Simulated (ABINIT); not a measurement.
## ABINIT run on Ir (Fm-3m, 1 atom in the cell): self-consistent single point

Computed with PBE, PAW (JTH v2.0 PBE PAW) (plane waves; ABINIT 10.0.3).

Input as run:

```
# Ir, JTH v2.0 PBE PAW
pp_dirpath "./"
pseudos "Ir.GGA_PBE-JTH.xml"
acell 2.7586597271 2.7586597271 2.7586597271 Angstrom
rprim
         0.0000000000    0.7071067812    0.7071067812
         0.7071067812    0.0000000000    0.7071067812
         0.7071067812    0.7071067812   -0.0000000000
natom 1
ntypat 1
znucl 77
typat 1
xcart
         0.0000000000    0.0000000000    0.0000000000
      Angstrom
ecut 20
pawecutdg 40
pawxcdev 0
occopt 7
tsmear 0.136 eV
nband 13
kptopt 1
ngkpt 14 14 14
nshiftk 1
shiftk 0 0 0
nstep 50
tolvrs 1.0e-12
prtwf 0
prtden 0
prtvol 1
```

Output (repeated stretches shortened):

```
 Symmetries : space group Fm -3 m (#225); Bravais cF (face-center cubic)

 -outvars: echo values of preprocessed input variables --------
            acell      5.2131113780E+00  5.2131113780E+00  5.2131113780E+00 Bohr
             ecut      2.00000000E+01 Hartree
              ixc     -101130
         kptrlatt       14    0    0      0   14    0      0    0   14
          kptrlen      7.29835593E+01
            natom           1
            nband          13
            ngfft          24      24      24
          ngfftdg          30      30      30
             nkpt         104
            nstep          50
             nsym          48
           ntypat           1
           occopt           7
        pawecutdg      4.00000000E+01 Hartree
         pawxcdev           0
            rprim      0.0000000000E+00  7.0710678120E-01  7.0710678120E-01
                       7.0710678120E-01  0.0000000000E+00  7.0710678120E-01
                       7.0710678120E-01  7.0710678120E-01 -0.0000000000E+00
          spgroup         225
           tolvrs      1.00000000E-12
           tsmear      4.99790825E-03 Hartree
            typat      1
           useylm           1
            znucl       77.00000

== DATASET  1 ==================================================================

 Real(R)+Recip(G) space primitive vectors, cartesian coordinates (Bohr,Bohr^-1):
 R(1)=  0.0000000  3.6862264  3.6862264  G(1)= -0.1356401  0.1356401  0.1356401
 R(2)=  3.6862264  0.0000000  3.6862264  G(2)=  0.1356401 -0.1356401  0.1356401
 R(3)=  3.6862264  3.6862264  0.0000000  G(3)=  0.1356401  0.1356401 -0.1356401
 Unit cell volume ucvol=  1.0017884E+02 bohr^3
 Angles (23,13,12)=  6.00000000E+01  6.00000000E+01  6.00000000E+01 degrees

 Coarse grid specifications (used for wave-functions):

 getcut: wavevector=  0.0000  0.0000  0.0000  ngfft=  24  24  24
         ecut(hartree)=     20.000   => boxcut(ratio)=   2.28683

 Fine grid specifications (used for densities):

 getcut: wavevector=  0.0000  0.0000  0.0000  ngfft=  30  30  30
         ecut(hartree)=     40.000   => boxcut(ratio)=   2.02354

   5.25859805E+02                                ecore*ucvol(ha*bohr**3)

 newkpt: prtvol=0 or 1, do not print more k-points.
_setup2: Arith. and geom. avg. npw (full set) are     428.051     428.037

--- !BeginCycle
solver: {iscf: 17, nstep: 50, nline: 4, wfoptalg: 10, }
tolerances: {tolvrs: 1.00E-12, }
...

     iter   Etot(hartree)      deltaE(h)  residm     nres2
 ETOT  1  -75.204710821147    -7.520E+01 3.615E+01 4.741E+00
 ETOT  2  -77.085358052434    -1.881E+00 2.199E-01 9.274E+00
 ETOT  3  -77.055170891615     3.019E-02 3.979E-02 2.511E+00
 ETOT  4  -77.047474422832     7.696E-03 2.863E-02 1.944E-01
 ETOT  5  -77.047398696114     7.573E-05 4.978E-03 1.604E-03
 ETOT  6  -77.047424721802    -2.603E-05 5.558E-03 1.865E-04
   [... 6 lines left out ...]
 ETOT 13  -77.047425753799    -2.787E-11 4.082E-07 1.128E-10
 ETOT 14  -77.047425753799     3.411E-13 9.537E-07 7.737E-11
 ETOT 15  -77.047425753800    -9.663E-13 1.585E-07 4.525E-12
 ETOT 16  -77.047425753800    -4.263E-14 2.820E-07 1.060E-12
 ETOT 17  -77.047425753799     1.847E-13 7.696E-08 5.172E-16

 At SCF step   17       nres2   =  5.17E-16 < tolvrs=  1.00E-12 =>converged.

 Cartesian components of stress tensor (hartree/bohr^3)
  sigma(1 1)=  2.68355746E-04  sigma(3 2)=  0.00000000E+00
  sigma(2 2)=  2.68355746E-04  sigma(3 1)=  0.00000000E+00
  sigma(3 3)=  2.68355746E-04  sigma(2 1)=  0.00000000E+00

 ----iterations are completed or convergence reached----

 reduced coordinates (array xred) for    1 atoms
       0.000000000000      0.000000000000      0.000000000000
 cartesian forces (eV/Angstrom) at end:
    1     -0.00000000000000    -0.00000000000000    -0.00000000000000
 frms,max,avg= 0.0000000E+00 0.0000000E+00   0.000E+00  0.000E+00  0.000E+00 e/A
 length scales=  5.213111378040  5.213111378040  5.213111378040 bohr
              =  2.758659727100  2.758659727100  2.758659727100 angstroms
 Fermi (or HOMO) energy (hartree) =   0.51922   Average Vxc (hartree)=  -0.47745
 Eigenvalues (hartree) for nkpt= 104  k points:
 kpt#   1, nband= 13, wtk=  0.00036, kpt=  0.0000  0.0000  0.0000 (reduced coord)
  -1.28972   -1.28972   -1.28972    0.13148    0.38999    0.38999    0.38999    0.48164
   0.48164    0.72085    1.02958    1.22396    1.22396
      occupation numbers for kpt#   1
   2.00000    2.00000    2.00000    2.00000    2.00000    2.00000    2.00000    2.00000
   2.00000    0.00000    0.00000    0.00000    0.00000
 prteigrs : prtvol=0 or 1, do not print more k-points.

--- !EnergyTerms
comment             : Components of total free energy in Hartree
kinetic             :  9.59178453962472E+00
hartree             :  8.62145210366456E+00
xc                  : -3.59018379809524E+00
Ewald energy        : -6.99627378312239E+01
psp_core            :  5.24921018617479E+00
local_psp           : -3.43470616270693E+01
spherical_terms     :  7.39059768789912E+00
internal            : -7.70469387390253E+01
'-kT*entropy'       : -4.87003289668321E-04
total_energy        : -7.70474257423149E+01
total_energy_eV     : -2.09656707729898E+03
...

-Cartesian components of stress tensor (GPa)         [Pressure= -7.8953E+00 GPa]
- sigma(1 1)=  7.89529729E+00  sigma(3 2)=  0.00000000E+00
- sigma(2 2)=  7.89529729E+00  sigma(3 1)=  0.00000000E+00
- sigma(3 3)=  7.89529729E+00  sigma(2 1)=  0.00000000E+00

 Calculation completed.
```

The run converged in 17 iterations.

The starting cell comes from a database of computed structures (which also holds hypothetical and non-ambient phases and stackings), without a prior relaxation at this level. Its lattice was rescaled by a random factor within 2.5 % of one. Spin polarisation is off. With a pressure of about -8 GPa the cell is away from its equilibrium volume at this level.

Cost on one core of a shared machine: roughly 30 s.
